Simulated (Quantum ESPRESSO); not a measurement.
Worked example: self-consistent single point of AgAu3 (Pm-3m, 4 atoms in the cell) in Quantum ESPRESSO.

Level of theory: LDA (PZ), GBRV 1.5 ultrasoft (LDA) pseudopotentials (plane waves; Quantum ESPRESSO).

```yaml
crystal:
  lattice:
    - [4.12163, 0.00000, 0.00000]
    - [0.00000, 4.12163, 0.00000]
    - [0.00000, 0.00000, 4.12163]
  atoms:
    - { symbol: Ag, position: [0.50000, 0.50000, 0.50000] }
    - { symbol: Au, position: [0.50000, 0.00000, 0.00000] }
    - { symbol: Au, position: [0.00000, 0.50000, 0.00000] }
    - { symbol: Au, position: [0.00000, 0.00000, 0.50000] }
```

Reference input (self-consistent single point, DFT, LDA (PZ), plane waves, GBRV 1.5 ultrasoft (LDA) pseudopotentials): ecutwfc = 40 Ry; ecutrho = 320 Ry; occupations = smearing; smearing = fd; degauss = 0.0073499 Ry; potentials = {Ag: ag_lda_v1.4.uspp.F.UPF, Au: au_lda_v1.uspp.F.UPF}; K_POINTS = automatic 6 6 6 0 0 0; conv_thr = 1e-10 Ry; mixing_beta = 0.5. This run's input differs from it in these lines:

```diff
@@ -31,3 +31,3 @@
 K_POINTS automatic
-6 6 6  0 0 0
+7 7 7  0 0 0
 CELL_PARAMETERS angstrom
```

Log, with long lists cut:

```
     Self-consistent Calculation

     iteration #  1     ecut=    40.00 Ry     beta= 0.50

     total energy              =    -640.23405889 Ry
     estimated scf accuracy    <       0.71323179 Ry

     iteration #  2     ecut=    40.00 Ry     beta= 0.50

     total energy              =    -640.44112092 Ry
     estimated scf accuracy    <       0.10363914 Ry

     iteration #  3     ecut=    40.00 Ry     beta= 0.50

     total energy              =    -640.46000926 Ry
     estimated scf accuracy    <       0.01426553 Ry

   [... 7 blocks of this kind left out ...]

     iteration # 11     ecut=    40.00 Ry     beta= 0.50

     total energy              =    -640.46271069 Ry
     estimated scf accuracy    <          4.0E-10 Ry

     iteration # 12     ecut=    40.00 Ry     beta= 0.50
     End of self-consistent calculation

     the Fermi energy is    14.9378 ev

!    total energy              =    -640.46271069 Ry
     estimated scf accuracy    <          6.5E-12 Ry
     smearing contrib. (-TS)   =      -0.00354343 Ry
     internal energy E=F+TS    =    -640.45916727 Ry

     convergence has been achieved in  12 iterations

     Forces acting on atoms (cartesian axes, Ry/au):

     atom    1 type  1   force =     0.00000000    0.00000000    0.00000000
   [... zero for the other atoms too ...]

     Total force =     0.000000     Total SCF correction =     0.000000

          total   stress  (Ry/bohr**3)                   (kbar)     P=     -104.61
  -0.00071113   0.00000000   0.00000000         -104.61        0.00        0.00
   0.00000000  -0.00071113   0.00000000            0.00     -104.61        0.00
   0.00000000   0.00000000  -0.00071113            0.00        0.00     -104.61

   JOB DONE.
```

The run converged in 12 iterations. Against the reference run the free energy drops by 1.5 meV/atom and the pressure hardly changes (-10.38 to -10.46 GPa).

The starting cell comes from a database of computed structures (which also holds hypothetical and non-ambient phases and stackings), without a prior relaxation at this level. With a pressure of about -10 GPa the cell is away from its equilibrium volume at this level.

Cost on one core of a shared machine: roughly 30 s.
